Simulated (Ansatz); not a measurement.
Cubic perovskite CsCdCl₃ was calculated with LDA (PAW; Ansatz, a quantum-chemistry and plane-wave program).

Numerical settings: plane-wave cutoff 500 eV, 8×8×8 k mesh, Fermi–Dirac smearing 0.05 eV, scalar-relativistic PAW data made under PBE.

Cell (relaxed at this level):

CdCsCl₃ has the cubic space group Pm-3m (No. 221), the cubic perovskite structure, Pearson symbol cP5. Lattice parameters: a = b = c = 5.1132 Å, α = β = γ = 90.00°. Cs on 1a is surrounded by 12 Cl at 3.616 Å (cuboctahedral). Cd on 1b is coordinated by 6 Cl at 2.557 Å (octahedral). Cl on 3c sees 2 Cd at 2.557 Å and 4 Cs at 3.616 Å (octahedral). (Neighbours: up to the widest gap in distance over summed covalent radii, below 1.35, at either atom; cation-cation and far metal-metal contacts left out.)

Problem. What does this level give for the band gap?

Solution. 
* **band gap**: 1.59 eV (on the SCF k mesh)

Spin–orbit coupling is not included.
